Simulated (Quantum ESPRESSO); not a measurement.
Troubleshooting Quantum ESPRESSO: a failed run on Ti3O (P-31c, 16 atoms in the cell). The aim is a self-consistent single point with DFT, PBEsol, plane waves, PseudoDojo standard norm-conserving (PBESOL) pseudopotentials.

Input:

```fortran
&CONTROL
    calculation = 'scf',
    outdir = './work',
    pseudo_dir = './',
    tprnfor = .true.,
    tstress = .true.,
/
&SYSTEM
    ibrav = 0,
    nat = 16,
    ntyp = 2,
    ecutwfc = 85,
    occupations = 'smearing',
    smearing = 'marzari-vanderbilt',
    degauss = 0.0099958,
/
&ELECTRONS
    conv_thr = 1e-10,
    electron_maxstep = 2,
    mixing_beta = 0.7,
/
ATOMIC_SPECIES
O     15.9990  O.upf
Ti    47.8670  Ti.upf
ATOMIC_POSITIONS {alat}
O     0.500000000    0.288675135    0.464077661
O     0.000000000    0.577350269    1.392232983
O     0.000000000    0.000000000    0.464077661
O     0.000000000    0.000000000    1.392232983
Ti   -0.166850000    0.865938801    0.219044656
Ti   -0.166500000    0.288559664    0.219044656
Ti    0.333350000    0.577552342    0.219044656
Ti   -0.333350000    0.577552342    0.709110666
Ti    0.166850000    0.865938801    0.709110666
Ti    0.166500000    0.288559664    0.709110666
Ti    0.666850000    0.000086603    1.637265988
Ti    0.666500000    0.577465739    1.637265988
Ti    0.166650000    0.288473062    1.637265988
Ti    0.833350000    0.288473062    1.147199978
Ti    0.333150000    0.000086603    1.147199978
Ti    0.333500000    0.577465739    1.147199978
K_POINTS {automatic}
5 5 2  0 0 0
CELL_PARAMETERS {angstrom}
   5.150000098     0.000000000     0.000000000
  -2.575000049     4.460030915     0.000000000
   0.000000000     0.000000000     9.560000000
```

The program printed (abridged):

```
     Self-consistent Calculation

     iteration #  1     ecut=    85.00 Ry     beta= 0.70

     Threshold (ethr) on eigenvalues was too large:
     Diagonalizing with lowered threshold

     total energy              =   -1555.48655751 Ry
     estimated scf accuracy    <       1.50506099 Ry

     iteration #  2     ecut=    85.00 Ry     beta= 0.70

     total energy              =   -1555.39729417 Ry
     estimated scf accuracy    <       3.42969452 Ry
     End of self-consistent calculation

     convergence NOT achieved after   2 iterations: stopping

   JOB DONE.
```

### Question
Diagnose the run.

### Answer
The fault is an iteration limit that is too low. The loop is cut before its threshold is met, so whatever is printed at the end is not self-consistent. To fix it, raise the limit, or leave it to the default. The run ended unconverged after 2 iterations.

The sound input it was made from differs as follows (other fixes are possible):
```diff
-    electron_maxstep = 2,
```

With that input, the run converged in 14 iterations: free energy E − TS -21172.8735 eV; Fermi level (on the code's own zero) 14.11 eV; pressure -7.20 GPa; largest force (vector length) 0.491 eV/Å (DFT, PBEsol, plane waves, PseudoDojo standard norm-conserving (PBESOL) pseudopotentials).

On the sound input: the starting cell comes from a database of published, mostly measured structures (it also holds non-ambient and calculated ones), without a prior relaxation at this level. Spin polarisation is off, so a magnetic state, if there is one, cannot be reached. With a pressure of about -7 GPa the cell is away from its equilibrium volume at this level.
